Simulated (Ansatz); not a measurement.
The starting structures come from a database of crystals and need not be the phases stable at ambient conditions.

Inside the gap of an insulator the Bloch states are evanescent, with a wavenumber k + iκ along the transport direction.

Here is the system:

```
CaCd2As2
1.0
    7.20606     0.00000     0.00000
    0.00000     7.64506     0.00000
    0.00000     3.82253     2.20694
Ca Cd As
1 2 2
Direct
  0.00000   0.00000   0.00000
  0.36675   0.66667   0.00000
  0.63325   0.33333   0.00000
  0.76234   0.66667   0.00000
  0.23766   0.33333   0.00000
```

Space group of this cell: P-3m1. The cell is taken as given.

Transport runs along the normal of the first two printed cell vectors, the (110) plane of the conventional cell.

No gap correction and no spin-orbit coupling; mid-gap values are interpolated between computed energies.

Q: State the band gap and the smallest decay constant κ at mid-gap according to r2SCAN (Ansatz, a first-principles code).

A: Gap 0.75 eV on a 4×14×14 mesh; κ = 0.054 1/Å, at the zone centre.
